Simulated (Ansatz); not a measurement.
## Carrier properties of BP under load (space group I-4m2)

Data:

```xyz
2
Lattice="0.0000 2.2797 2.2636 2.2797 0.0000 2.2636 2.2797 2.2797 0.0000" Properties=species:S:1:pos:R:3 pbc="T T T"
B      0.0000     0.0000     0.0000
P      1.1398     1.1398     1.1318
```

Method: r2SCAN with spin-orbit coupling, rigid bands (plane waves, PAW; Ansatz, a first-principles code). Condition of this run: biaxial stress xx = yy = -2 GPa (compression positive) (the target of the relaxation). How the cell was made: cell and atoms relaxed with r2SCAN, then loaded as said.

```
Quantity                                                                                                                                                          Result
---------------------------------------------------------------------------------------------------------------------------------------  -------------------------------
band gap                                                                                                                                                         1.31 eV
electron conductivity mass (300 K, dilute)                                                                                               0.24 (x), 0.24 (y), 1.12 (z) mₑ
hole conductivity mass (300 K, dilute)                                                                                                   0.38 (x), 0.38 (y), 0.43 (z) mₑ
effective density of states N_c (300 K)                                                                                                                      1.4e19 cm⁻³
effective density of states N_v (300 K)                                                                                                                      8.8e18 cm⁻³
density-of-states mass, electrons                                                                                                                                0.67 mₑ
density-of-states mass, holes                                                                                                                                    0.50 mₑ
Seebeck coefficient, n-type 1e19 cm⁻³, 300 K                                                                                                                   -282 μV/K
best n-type power factor at 300 K for τ = 10 fs (best axis; densities from 1e16 to 1e21 cm⁻³ tried, whether or not they can be reached)     18.6 μW/(cm·K²) at 3e20 cm⁻³
Seebeck coefficient, p-type 1e19 cm⁻³, 300 K                                                                                                                    283 μV/K
best p-type power factor at 300 K for τ = 10 fs (best axis; densities from 1e16 to 1e21 cm⁻³ tried, whether or not they can be reached)     13.5 μW/(cm·K²) at 1e20 cm⁻³
```

Rigid bands; masses and Seebeck coefficients take one relaxation time τ for all states and one kind of carrier; polarons and phonon drag are left out.
